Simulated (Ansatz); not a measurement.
Consider SnO in the litharge type structure (space group P4/nmm, No. 129; a = 3.837 Å, c = 4.759 Å; layered, stacked along the Cartesian z axis).

Now apply this change: a negative pressure, −1 GPa.

Levels (all Ansatz, a program for electronic structure, PAW): PBE-D3(BJ) (420 eV, no spin-orbit coupling); r2SCAN (500 eV, spin-orbit coupling left out); HSE06 (420 eV, no spin-orbit coupling).

One geometry, relaxed with PBE-D3(BJ), under each level:

| level | band gap | lowest conduction level above the VBM at special points |
|---|---|---|
| PBE-D3(BJ) | 0.21 eV | M 0.21 eV; Z 1.76 eV; Γ 2.06 eV; A 2.44 eV |
| r2SCAN | 0.35 eV | M 0.35 eV; Z 2.07 eV; Γ 2.40 eV; A 2.60 eV |
| HSE06 | ___ | ___ |

Problem. Give the withheld HSE06 results.

Solution. 
- HSE06, band gap: 0.60 eV
- HSE06, lowest conduction level above the VBM at special points: M 0.60 eV; Z 2.43 eV; Γ 2.75 eV

Single points use the geometry relaxed with PBE-D3(BJ). Their cutoffs differ, which shifts pressures a little. HSE06 was sampled on its mesh, a few special points and the semilocal edge points, so its gap is an upper bound. Load acts through the strain it causes; cell and atoms are relaxed under it. Whether these cells are dynamically stable was not tested. The final runs are not spin-polarised. The zero or small gap of SnO can change with the level of theory.
